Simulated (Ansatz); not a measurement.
## GaAs: band gap against strain

GaAs (zinc blende, F-43m, 22.746 Å³/atom at rest) under an equal strain ε in the (111) plane with the normal axis free, as in a coherent film. r2SCAN in Ansatz, a plane-wave DFT program (PAW, default set), 500 eV, 10×10×10 Γ-centred mesh, Fermi-Dirac smearing 0.05 eV; ions are relaxed within the symmetry of each cell. Gaps are the smallest over the k-mesh and a band path, without spin-orbit coupling; in all rows the valence edge lies at Γ and the conduction edge at Γ.

Here s stands for strain and Eg for gap.

| strain (%) | gap (eV) |
|---|---|
| 0.00 | 0.960 |
| 0.42 | 0.877 |
| 0.83 | 0.797 |
| 1.25 | 0.717 |
| 2.50 | ? |

The 4 complete rows are fitted with a straight line, Eg against s. Means: s 0.62500, Eg 0.8377. About the means, the sum of products is -0.16828 and the sum of squares of s is 0.86530; the slope is their ratio. Least squares gives Eg = 0.9593 - 0.19447·s. Residuals (row less fit): 0.0007, -0.0006, -0.0009, 0.0008; standard error 0.0011 (degrees of freedom: 2). Over these rows the gap moves by -19 ± 0.1 eV per unit strain.

Question: What does the fit predict for Eg at s = 2.50, and how far is the calculated value from it?

Answer: Eg = 0.9593 - 0.19447 × 2.50 = 0.4731 eV. The calculation gives 0.504 eV, 0.0309 eV above the prediction (6.8 % of the range of Eg in the table). The row lies outside the fitted rows, so this is an extrapolation. From the scatter of the fitted rows alone, a prediction at this place has a standard error of 0.0025 eV, so the miss is 12.4 times that.

One order more, fitted to all 7 runs of the series, follows each within 0.001, so the miss is the next term of a smooth law. Spin-orbit coupling is left out, which can shift this property for GaAs. Rows are the converged runs of the series near zero and its far end; series whose fitted rows scatter by over a few per cent of the range, as at a crossing or softening among them, aren't shown in this form. Most that stay on the fit to the last digits aren't either.
